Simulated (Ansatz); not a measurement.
The parent structure is Nb2N (space group P-31m, No. 162; a cell from a computed database, its experimental status unchecked).

```
Nb2N
1.0
    5.26697     0.00000     0.00000
   -2.63348     4.56133     0.00000
    0.00000     0.00000     4.94374
Nb N
6 3
Direct
  0.00000   0.33349   0.75109
  0.00000   0.66651   0.24891
  0.66651   0.66651   0.75109
  0.33349   0.33349   0.24891
  0.33349   0.00000   0.75109
  0.66651   0.00000   0.24891
  0.66667   0.33333   0.50000
  0.33333   0.66667   0.50000
  0.00000   0.00000   0.00000
```

All numbers come from Kohn–Sham DFT with the PBEsol functional, run in Ansatz (an electronic-structure program) with PAW and 420 eV plane waves, scalar-relativistic without spin-orbit coupling.

Base values:

```
Property            Value
---------------  --------
Volume per atom  13.20 Å³
```

One thing is altered: cell and atoms relaxed at a pressure of 3 GPa.

Problem. Predict the new volume per atom.

Solution. The volume per atom decreases by 0.14 Å³, from 13.20 Å³ to 13.06 Å³.

Load acts through the strain it causes; cell and atoms are relaxed under it. Stability against distortions was not tested. The final runs are not spin-polarised. An odd electron count without spin: Nb2N.
